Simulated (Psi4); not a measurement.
Psi4 1.11, BP86/def2-tzvp: Y(Cl)2(Me) ([CH3][Y]([Cl])[Cl]), 7 atoms. The geometry is a generated start, not checked to be a minimum at this level.

```
Property                                              Value
--------------------------  -------------------------------
task                                                 energy
method                                                 bp86
basis                                             def2-tzvp
memory                                                 3 GB
maxiter                                                 100
keys of the molecule block                      symmetry c1
scf_type                                       df (default)
e_convergence                               1e-06 (default)
d_convergence                               1e-06 (default)
dft_radial_points                              75 (default)
dft_spherical_points                          302 (default)
effective core potentials   those of the basis set, past Kr
basis functions                                         163
grid points                                          152074
```

```xyz
7

Y      0.6823    -0.6853     0.5201
Cl     3.0243    -1.2859     0.0330
Cl     0.3535    -1.9030     2.6303
C     -0.8244     0.7793    -0.6407
H     -1.7577     0.9447    -0.1031
H     -1.0958     0.3887    -1.6237
H     -0.3821     1.7615    -0.8159
```

Charge 0 and multiplicity 1 are set for this test and not shown to be the ground state.

With the defaults (diis = true, scf_initial_accelerator = adiis, damping_percentage = 0, guess = auto, which took SAD, soscf = false, soscf_start_convergence = 0.01, diis_max_vecs = 10) it converges in 10 SCF iterations. One run each on 2 threads, with these changes:
- diis = false, scf_initial_accelerator = none, damping_percentage = 60
- damping_percentage = 20
- diis_max_vecs = 3
- soscf = true, soscf_start_convergence = 0.1
- guess = huckel
- guess = core
- guess = gwh
- diis_max_vecs = 20
- damping_percentage = 60

**Question.** Which runs fail or end elsewhere than the default run?

**Answer.** No convergence: diis = false, scf_initial_accelerator = none, damping_percentage = 60 (the run ends without SCF convergence in 100 iterations). The rest reach the solution of the defaults.

| setting | SCF iterations | JK calls | end |
|---|---|---|---|
| soscf = true, soscf_start_convergence = 0.1 | 8 | 34 | same solution |
| the defaults | 10 | 11 | same solution |
| diis_max_vecs = 20 | 10 | 11 | same solution |
| guess = huckel | 10 | 35 | same solution |
| guess = core | 16 | 16 | same solution |
| guess = gwh | 17 | 17 | same solution |
| damping_percentage = 20 | 21 | 22 | same solution |
| diis_max_vecs = 3 | 23 | 24 | same solution |
| damping_percentage = 60 | 47 | 48 | same solution |
| diis = false, scf_initial_accelerator = none, damping_percentage = 60 | 100 | 101 | no convergence |

An SOSCF iteration holds several JK calls; a Hückel guess adds calls on atoms.
